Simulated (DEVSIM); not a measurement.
Structure: abrupt Si n-p junction, at 350 K.

| layer (left to right) | material | thickness (μm) | Nd (cm⁻³) | Na (cm⁻³) | τn (s) | τp (s) |
|---|---|---|---|---|---|---|
| 1 | Si | 67.0 | 8.6e16 | - | 4.5e-6 | 4.5e-6 |
| 2 | Si | 18.0 | - | 1e17 | 4.5e-6 | 4.5e-6 |

Left contact: ohmic. Right contact: ohmic. Voltage is applied to the left contact. Recombination: SRH at mid-gap, Auger. Mobility is μmin + (μ − μmin)/(1 + (N/Nref)^α).

Constants are typed, rounded textbook-type inputs, not results; the design itself was drawn at random and stands for no fabricated device. Values at 300 K; Nc and Nv go as T^1.5, mobilities as T to minus their exponent, the gap by Varshni's rule with the affinity fixed.

| parameter | Si |
|---|---|
| gap (eV) | 1.124 |
| affinity (eV) | 4.05 |
| permittivity | 11.7 |
| Nc (cm⁻³) | 2.86e19 |
| Nv (cm⁻³) | 3.1e19 |
| μn (cm²/Vs) | 1417 |
| μp (cm²/Vs) | 470 |
| μn,min | 52 |
| μp,min | 45 |
| Nref,n | 9.7e16 |
| Nref,p | 2.2e17 |
| αn | 0.68 |
| αp | 0.72 |
| T exponent of μn | 2.3 |
| T exponent of μp | 2.2 |
| Cn (cm⁶/s) | 2.8e-31 |
| Cp (cm⁶/s) | 9.9e-32 |
| Varshni α (eV/K) | 0.000473 |
| Varshni β (K) | 636 |

Simulated with DEVSIM: 1D drift-diffusion, Boltzmann statistics, complete ionisation; no tunnelling, impact ionisation, image-force lowering or self-heating.

**Question.** Tabulate band edges, carrier densities and field at zero bias.

**Answer.** Energies count from the Fermi level of the right contact; mesh points crowd at the junctions.

```
x (μm)   Ec (eV)  Ev (eV)  n (cm⁻³)  p (cm⁻³)  field (V/cm)
-------  -------  -------  --------  --------  ------------
0.000      0.182   -0.929    8.6e16   1700000           ≈ 0
0.05124    0.182   -0.929    8.6e16   1700000           ≈ 0
0.2118     0.182   -0.929    8.6e16   1700000           ≈ 0
0.7458     0.182   -0.929    8.6e16   1700000           ≈ 0
3.458      0.182   -0.929    8.6e16   1700000           ≈ 0
10.89      0.182   -0.929    8.6e16   1700000           ≈ 0
33.50      0.182   -0.929    8.6e16   1700000           ≈ 0
59.91      0.182   -0.929    8.6e16   1700000           ≈ 0
64.75      0.182   -0.929    8.6e16   1700000           ≈ 0
66.30      0.182   -0.929    8.6e16   1700000           ≈ 0
66.80      0.182   -0.929    8.6e16   1700000           ≈ 0
66.97      0.377   -0.734    1.3e14     1.1e9         66000
67.01      0.693   -0.418     3.8e9    3.8e13         80000
67.09      0.927   -0.183   1600000    9.0e16          2300
67.51      0.931   -0.180   1400000    1.0e17           ≈ 0
68.64      0.931   -0.180   1400000    1.0e17           ≈ 0
72.17      0.931   -0.180   1400000    1.0e17           ≈ 0
80.12      0.931   -0.180   1400000    1.0e17           ≈ 0
83.94      0.931   -0.180   1400000    1.0e17           ≈ 0
84.68      0.931   -0.180   1400000    1.0e17           ≈ 0
84.91      0.931   -0.180   1400000    1.0e17           ≈ 0
85.00      0.931   -0.180   1400000    1.0e17           ≈ 0
```
